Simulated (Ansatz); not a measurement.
System: MoPt2 (Immm, No. 71). Method: PBEsol-D3(BJ) (PAW; Ansatz, a program for electronic structure).

Settings: plane-wave cutoff 520 eV, 24×24×24 k mesh, Fermi–Dirac smearing 0.05 eV, no spin polarisation, scalar-relativistic PAW data made under PBE.

Results at a series of volumes:

```json
[
 {"V (Å³/atom)": "13.898", "E − E_lowest (meV/atom)": "25.83"},
 {"V (Å³/atom)": "14.188", "E − E_lowest (meV/atom)": "6.19"},
 {"V (Å³/atom)": "14.477", "E − E_lowest (meV/atom)": "0.00"},
 {"V (Å³/atom)": "14.767", "E − E_lowest (meV/atom)": "5.74"},
 {"V (Å³/atom)": "15.057", "E − E_lowest (meV/atom)": "22.08"}
]
```

Task: What bulk modulus B0 and pressure derivative B′ does a third-order Birch–Murnaghan fit give?

Result: V0 = 14.477 Å³/atom, B0 = 330 GPa, B′ = 4.9 (fit to the energies at full precision).

Shape and atoms are relaxed at each volume.

Note: the relaxation could not lower the start's symmetry, so the cell can be a saddle point above a distorted one; the bulk modulus comes from volumes at which shape and atoms were relaxed.

Spin–orbit coupling is not included.

Static lattice: no zero-point or thermal effects.

Cost on a shared machine: roughly 40 core-minutes.
